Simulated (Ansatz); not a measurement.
Effect of uniaxial strain ε_yy = +4.81 % on SiC

The reference is SiC in the zinc blende structure (space group F-43m, No. 216; a = 4.357 Å). Axes: x, y, z lie along the cube axes.

Perturbation: uniaxial strain ε_yy = +4.81 %, all other strain components held at zero, atoms relaxed at fixed cell.

Calculations: Ansatz (a program for electronic structure) r2SCAN, no SOC, earlier PAW set. Γ-centred 13×13×13 mesh, Fermi–Dirac width 0.05 eV.

The space group goes from F-43m (No. 216) to I-4m2 (No. 119) and the energy increases by 30 meV/atom. The pressure (mean of the normal stresses, compression positive) goes from zero to -9.87 GPa and the band gap decreases by 0.22 eV (1.71 eV → 1.49 eV). The gap character comes out as indirect, Γ → X and the smallest direct gap decreases by 0.11 eV (5.05 eV → 4.94 eV). The electron mass goes from 0.64 mₑ along k, 0.23 mₑ across (at X) to 0.23 mₑ along x, 0.24 mₑ along y, 0.63 mₑ along z (at X) and the valence-band top at Γ (three highest levels, from the VBM) becomes 0.00, 0.00, -0.35 eV (base: 0.00, 0.00, 0.00 eV). The valley order (the lowest conduction-band minima on the path, energy above the VBM, named in the base's zone) changes from X along ⟨100⟩ 1.71 eV to X along [001] 1.49 eV; X along [010] 1.92 eV and the stress (xx, yy, zz, yz, xz, xy; compression positive) comes out as (-5.16, -19.29, -5.16, 0.00, 0.00, 0.00) GPa.

Final structure:

```xyz
2
Lattice="0.0000 2.2831 2.1783 2.1783 0.0000 2.1783 2.1783 2.2831 0.0000" Properties=species:S:1:pos:R:3 pbc="T T T"
C      3.2675     3.4246     3.2675
Si     0.0000     0.0000     0.0000
```

Masses are band curvatures over ±0.01 Å⁻¹ around the edge. Along k means along the line from Γ to the band edge. Stability against distortions was not tested. Labels are those of the standard path for the cell's own space group.
